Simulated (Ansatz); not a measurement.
Input and output of a self-consistent single point for CaHg (P4mm, 2 atoms in the cell) (Ansatz, a first-principles code)

Method: PBEsol, default PAW files made with PBE (plane waves; Ansatz).

The input file:

Ansatz 0.2 input:
```yaml
# CaHg
crystal:
  lattice:
    - [3.77342300, 0.00000000, 0.00000000]
    - [0.00000000, 3.77342300, 0.00000000]
    - [0.00000000, 0.00000000, 3.77342300]
  atoms:
    - { symbol: Ca, position: [0.00000000, 0.00000000, 0.01325100] }
    - { symbol: Hg, position: [0.50000000, 0.50000000, 0.50000000] }
basis:
  ecutwfc: 30.9 Ry
kpoints:
  mp_grid: { grid: [9, 9, 9] }
hamiltonian:
  xc: pbesol
  pseudopotentials: { kind: paw }
scf:
  occupations: { method: gaussian, width: 0.0073 Ry }
output:
  forces: true
  eigenvalues: true
  stress: true
```

Output (repeated stretches shortened):

```
WARN ansatz: RAYON_NUM_THREADS=1 ignored (pool sized by the plan → 1); use --threads N
Pseudopotentials: kind: paw
Pseudopotential: Ca, paw, valence charge 10
Pseudopotential: Hg, paw, valence charge 20
Crystal: 2 atoms, lattice volume = 53.729 Å³
Basis set: ecut = 420.4159175005146 eV, 1021 PW (Γ), exchange–correlation on 54×54×54 points (8 copies of the dense FFT grid, shifted against one another)
Bands: 19, of which v1, the nominal top of the filled ones, is band 15 counted from 1 (14 counted from 0)
Symmetry: 8 space group operations
Space group: P4mm (ITA 99), of the structure as read, at distance tolerance 3.8e-5 Å
k-points: 75 of 729 (time reversal used)
PAW frozen core: Ca, regenerated for the run's functional, and the local potential with it
PAW frozen core: Hg, regenerated for the run's functional, and the local potential with it
Initial density: superposition of atomic densities (neutral atoms: chi_scale 0, normalization atom), corrected by the library's trained network
Initial wavefunctions: pseudopotential atomic-orbital guess
Eigensolver: davidson
Functional: x = pbesol(κ = 0.804, μ = 0.12345679012345678), c = pbesol(β = 0.046)
SCF iter   1: F=—  HF=-15462.969495 eV  |F-HF|=—  |Δ(HF+E_count)|=         —  Δρ=2.92e-3  dr2=5.22e-3  ethr=1.77e-3  ⟨swp⟩=5.9  Hψ=7098  notcnv=0
all-band conjugate gradients solve this SCF's bands
preconditioner: auto → Kerker (q_TF=auto, 2.476 Å⁻¹)
SCF iter   2: F=—  HF=-15462.968650 eV  |F-HF|=—  |Δ(HF+E_count)|=   8.45e-4  Δρ=1.51e-3  dr2=1.57e-3  ethr=1.74e-5  ⟨swp⟩=2.5  Hψ=2752  notcnv=0
SCF iter   3: F=—  HF=-15462.968038 eV  |F-HF|=—  |Δ(HF+E_count)|=   6.13e-4  Δρ=4.02e-4  dr2=1.02e-4  ethr=5.24e-6  ⟨swp⟩=2.0  Hψ=2235  notcnv=0
SCF iter   4: F=—  HF=-15462.968019 eV  |F-HF|=—  |Δ(HF+E_count)|=   1.92e-5  Δρ=1.49e-4  dr2=1.80e-5  ethr=3.40e-7  ⟨swp⟩=2.7  Hψ=2431  notcnv=0
SCF iter   5: F=—  HF=-15462.968020 eV  |F-HF|=—  |Δ(HF+E_count)|=   1.26e-6  Δρ=3.65e-5  dr2=1.17e-6  ethr=6.00e-8  ⟨swp⟩=2.3  Hψ=2076  notcnv=0
SCF iter   6: F=-15462.968020 eV  HF=-15462.968020 eV  |F-HF|=2.14e-8  |Δ(HF+E_count)|=   1.55e-7  Δρ=9.46e-6  dr2=6.52e-8  ethr=3.33e-10  ⟨swp⟩=3.7  Hψ=6022  notcnv=0
the search or the solves at the SCF's close seem to have found levels that the self-consistency loop had missed (the run counts 1) …
SCF 1 converged in 6 iterations: F = -15462.968020 eV  dr2 = 6.52e-8
SCF converged after 6 iterations
Free energy (F): -15462.968020 eV
Harris-Foulkes:  -15462.968020 eV  (|F-HF|=2.14e-8)
Internal energy: -15462.958005 eV  (E = F + TS)
E sigma→0 (E₀):  -15462.963012 eV
Entropy (-TS):   -0.010015 eV (-5.007 meV/atom)
Fermi energy:    10.743561 eV
--- Per-component energies (eV) ---
  E_band       = -590.229782
  E_kinetic    = 881.443508
  E_local      = -3676.374391  (includes V_loc(G=0)·N_el)
  E_nonlocal   = 138.690725
  E_hartree    = 1503.152313
  E_xc         = -355.229153
  E_vxc        = -432.607853  (∫ρ·V_xc dr)
  E_paw        = -10636.489852  (= ΣΔE_a)
  E_vpaw       = -507.683697  (= ΣTr[D̂ρ^β])
  E_aug_tail   = 0.000887  (compensation charges beyond the density's cutoff)
  E_ewald      = -3318.599489
  E_core_change = 0.447446  (= ΣΔE_core)
  E_smearing   = -0.010015  (= −TS)
  E_closure    = 0.000000  (closes the sum)
  Σ components = -15462.968020   (vs F -15462.968020, Δ=0.00e0)
--- Forces (eV/Å), atoms counted from 1 ---
  atom   1  Ca     0.00000000     0.00000000    -0.09132423
  atom   2  Hg    -0.00000000     0.00000000     0.09131228
  max |Σ_I F_I| component: 1.20e-5 eV/Å
--- Stress (GPa, compression-positive) ---
       -1.614561       0.000000      -0.000000
        0.000000      -1.614561       0.000000
       -0.000000       0.000000      -1.629273
  P = ⅓ Tr σ = -1.6195 GPa (-16.195 kbar)
  The stress holds the Pulay correction. Without it, at fixed plane waves, as pw.x and ABINIT print it: P = -1.6388 GPa
--- Band table (eV; the first three rows and the last of 75) ---
  k-point 0: bands = ["-104.6059", "-52.9636", "-52.9636", "-52.9633", "-30.4822", "-11.5297", "-11.5296", "-11.5296", "3.2789", "3.2801", "3.4240", "3.7536", "3.7548", "3.7548", "12.4540", "12.4638", "15.0390", "15.0390", "15.0923"]
  k-point 1: bands = ["-104.6059", "-52.9636", "-52.9636", "-52.9635", "-30.4812", "-11.5447", "-11.5286", "-11.5286", "3.2890", "3.3186", "3.5800", "3.7394", "3.7394", "3.7578", "12.1550", "12.4572", "14.2882", "14.2882", "14.5546"]
  k-point 2: bands = ["-104.6059", "-52.9640", "-52.9635", "-52.9635", "-30.4787", "-11.5826", "-11.5260", "-11.5260", "3.3149", "3.3977", "3.7008", "3.7008", "3.7685", "4.0594", "10.9890", "12.4398", "13.6621", "13.6621", "14.4549"]
  k-point 74: bands = ["-104.6059", "-52.9651", "-52.9651", "-52.9647", "-30.4590", "-11.6204", "-11.6204", "-11.6203", "3.4137", "3.4274", "3.4279", "4.0283", "4.0287", "8.2571", "10.1095", "10.1115", "10.7405", "15.0816", "15.0825"]
```

The run converged in 6 iterations.

The starting cell comes from a database of computed structures (which also holds hypothetical and non-ambient phases and stackings), without a prior relaxation at this level. Its lattice was rescaled by up to half a per cent. One atom was moved a little off its site on purpose. Spin-orbit coupling is off. Ansatz's pressure includes its estimate of the finite-basis (Pulay) stress.
